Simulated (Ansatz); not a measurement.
**Ba2F (model structure, started from the Ca2N type, R-3m, No. 166, 3 atoms in the cell): properties by level of theory**

```
level (code)     equilibrium lattice constant a (Å)  lattice parameter c (Å)  bulk modulus (GPa)  cohesive energy (eV/atom)
---------------  ----------------------------------  -----------------------  ------------------  -------------------------
LDA (Ansatz)                                  4.050                   20.364                23.4                       3.85
PBE (Ansatz)                                  4.269                   21.230                16.2                       3.25
PBEsol (Ansatz)                               4.144                   20.713                19.6                       3.51
r²SCAN (Ansatz)                               4.258                   20.973                18.0                       3.40
```

Caveats: the bulk modulus is −V dP/dV from two relaxed cells at ±2 % in volume (LDA, PBE, PBEsol, r²SCAN). Ansatz's density-functional and Hartree–Fock values are scalar-relativistic unless marked +SOC, with PAW data made under PBE.

Free atoms are spin-polarised, in the lowest state found; at levels without +SOC their spin–orbit coupling is left out.

The computed numbers hold no vibrational or temperature effects.

A model structure was made by putting elements into a prototype or built by hand; it is no filed structure, need not be a known phase, and can be a saddle point held by its symmetry.

Ansatz is an electronic-structure program.
